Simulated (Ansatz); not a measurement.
## V2O5 (C2/c, No. 15, 14 atoms in the cell; start mp-542844): properties by level of theory

```json
[
 {"level (code)": "r²SCAN (Ansatz)", "volume per atom (Å³/atom)": "10.20", "enthalpy of formation (eV/atom)": "-2.428"},
 {"level (code)": "r²SCAN-D4 (Ansatz)", "volume per atom (Å³/atom)": "10.10", "enthalpy of formation (eV/atom)": "-2.476"},
 {"level (code)": "r²SCAN+rVV10 (Ansatz)", "volume per atom (Å³/atom)": "10.06", "enthalpy of formation (eV/atom)": "-2.482"}
]
```

Caveats: the relaxation could not lower the start's symmetry, so the cell can be a saddle point above a distorted one (r²SCAN, r²SCAN-D4, r²SCAN+rVV10). Ansatz's density-functional and Hartree–Fock values are scalar-relativistic unless marked +SOC, with PAW data made under PBE.

Static lattice: no zero-point or thermal effects.

A start named mp-… is a Materials Project structure, which need not be a measured phase.

Ansatz is an electronic-structure program.
